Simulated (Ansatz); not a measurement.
An Ansatz (an electronic-structure program) run: CdS with a change (isotropic strain +0.87 %); plane-wave PAW DFT at the PBEsol level (Ansatz, 420 eV), scalar-relativistic without spin-orbit coupling, earlier PAW set.

Input:

Ansatz 0.2 input:
```yaml
crystal:
  lattice:
    - [0, 2.9377472209, 2.9377472209]
    - [2.9377472209, 0, 2.9377472209]
    - [2.9377472209, 2.9377472209, 0]
  atoms:
    - { symbol: S, position: [0.75, 0.75, 0.75] }
    - { symbol: Cd, position: [0, 0, 0] }
basis: { ecutwfc: 420, ecutrho_ratio: 4, xc_grid: 2, fft_grid_basis: typed }
kpoints: { mp_grid: { grid: [10, 10, 10] } }
hamiltonian:
  xc: pbesol
  dispersion: none
  pseudopotentials: { azcp: { folder: ./paw }, kind: paw }
scf: { occupations: { method: fermi_dirac, width: 0.05 }, convergence: { dr2_threshold: 0.0000000002 } }
relax: { f_tol: 0.005, max_steps: 50 }
output: { forces: true, stress: true }
checkpoint: { write: state.ck, write_every: 1000 }
```

Output (explanatory and most iteration lines left out):

```
Relaxation: its limit of steps is 50 (relax.max_steps)
Pseudopotential: S, paw, valence charge 6
Pseudopotential: Cd, paw, valence charge 20
Crystal: 2 atoms, lattice volume = 50.708 Å³
Basis set: ecut = 420 eV, 965 PW (Γ), exchange–correlation on 60×60×60 points (8 copies of the dense FFT grid, shifted against one another)
Bands: 17, of which v1, the nominal top of the filled ones, is band 13 counted from 1 (12 counted from 0)
Symmetry: 24 space group operations
Space group: F-43m (ITA 216), of the structure as read, at distance tolerance 3.7e-5 Å
k-points: 47 of 1000 (time reversal used)
Functional: x = pbesol(κ = 0.804, μ = 0.12345679012345678), c = pbesol(β = 0.046)
SCF iter   1: F=—  HF=-9070.338136 eV  |F-HF|=—  |Δ(HF+E_count)|=         —  Δρ=2.52e-2  dr2=2.46e-1  ethr=3.10e-3  ⟨swp⟩=5.6  Hψ=4386  notcnv=0
SCF iter   2: F=—  HF=-9070.284706 eV  |F-HF|=—  |Δ(HF+E_count)|=   5.34e-2  Δρ=1.11e-2  dr2=3.12e-2  ethr=9.47e-4  ⟨swp⟩=2.1  Hψ=1742  notcnv=0
SCF 1 converged in 8 iterations: F = -9070.283075 eV  dr2 = 2.79e-11
relax step   1: F+E_penalty+E_count = -9070.28307485 eV  Δ(F+E_penalty+E_count) = +0.000e0 eV  max|allowed force component| = 1.712e-16 eV/Å  Δτ_max = 0.0000 Å  (8 SCF iters, accepted)
SCF converged after 8 iterations
Free energy (F): -9070.283075 eV
Internal energy: -9070.283074 eV  (E = F + TS)
E sigma→0 (E₀):  -9070.283075 eV
Entropy (-TS):   -0.000000 eV (-0.000 meV/atom)
Fermi energy:    7.029037 eV
--- Forces (eV/Å), atoms counted from 1 ---
  atom   1  S      0.00000000    -0.00000000    -0.00000000
  atom   2  Cd    -0.00000000     0.00000000     0.00000000
--- Stress (GPa, compression-positive) ---
       -1.504202      -0.000000      -0.000000
       -0.000000      -1.504202       0.000000
       -0.000000       0.000000      -1.504202
  P = ⅓ Tr σ = -1.5042 GPa (-15.042 kbar)
--- Relaxed structure (1 steps of the walk, 1 accepted, 0 SCFs on fresh bases) ---
  atoms:
    - { symbol: S, position: [0.7499999999999999, 0.7499999999999999, 0.7499999999999999] }
    - { symbol: Cd, position: [0.0, 0.0, 0.0] }
```

No phonon test of stability was made. The cell was made from CdS in the zinc blende structure (space group F-43m, No. 216) by this change: isotropic strain +0.87 %.
